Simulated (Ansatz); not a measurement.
Consider B-vacancy pair (B on one host C site, one C site vacant) in 3C silicon carbide, charge state +1. The step: direct exchange of B with the vacancy (B-vacancy distance between ideal sites 3.10 Å throughout); the atom moves 3.04 Å along (0.00, 0.49, -0.49) of the unit cell; the moving atom starts with neighbours Si at 1.88, 2 Si at 1.92, Si at 1.96 Å and ends with Si at 1.88, 2 Si at 1.92, Si at 1.96 Å. A PBE band in Ansatz (plane-wave PAW, a 2×2×2 k-point mesh shifted by half a step, 64 host sites, 125 SCF runs with any check of the saddle's order, static, no finite-size correction) gives a forward barrier of 3.81 eV. The check of the saddle point's order was inconclusive, and it lies on a symmetry element of the cell, where a band can be held. The charge state is imposed; whether it is stable for some Fermi level was not computed. Forms of the defect that were not tried may lie lower.

Single points at the band's start and saddle point can refine it. Rough cost of one point, in units of the band's mean SCF on the same machine:

```json
[
 {"Level": "PBE, a 3×3×3 k-point mesh shifted by half a step", "Cost of one point": "about 4"},
 {"Level": "r2SCAN at 500 eV, a 2×2×2 k-point mesh shifted by half a step", "Cost of one point": "about 3"}
]
```

Q: Which of these move the barrier by more than 0.1 eV, and how far does each move it?

A: PBE, a 3×3×3 k-point mesh shifted by half a step: +0.02 eV; r2SCAN at 500 eV, a 2×2×2 k-point mesh shifted by half a step: +0.40 eV. Each functional is compared with PBE at the same k-points.

Ansatz is a program for electronic structure.
